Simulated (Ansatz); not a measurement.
Given:

```
Ti3Al
1.0
    5.54999     0.00000     0.00000
   -2.77500     4.80643     0.00000
    0.00000     0.00000     4.47265
Ti Al
6 2
Direct
  0.82982   0.65965   0.25000
  0.17018   0.82982   0.75000
  0.34035   0.17018   0.25000
  0.17018   0.34035   0.75000
  0.82982   0.17018   0.25000
  0.65965   0.82982   0.75000
  0.33333   0.66667   0.25000
  0.66667   0.33333   0.75000
```

No spin polarisation.

Level of theory: r2SCAN, PAW, 500 eV (Ansatz, a program for electronic structure; no spin-orbit coupling). Γ-centred 10×10×10 mesh, Fermi–Dirac width 0.05 eV.

### Question
Predict the band gap, pressure and space group.

### Answer
The band gap is zero, the pressure (mean of the normal stresses, compression positive) is 15.3 GPa and the space group is P6_3/mmc (No. 194).

The cells carry an imposed strain or load. Stability against distortions was not tested. The final runs are not spin-polarised. The cell was made from Ti₃Al (space group P6_3/mmc, No. 194) by this change: isotropic strain −3.43 %.
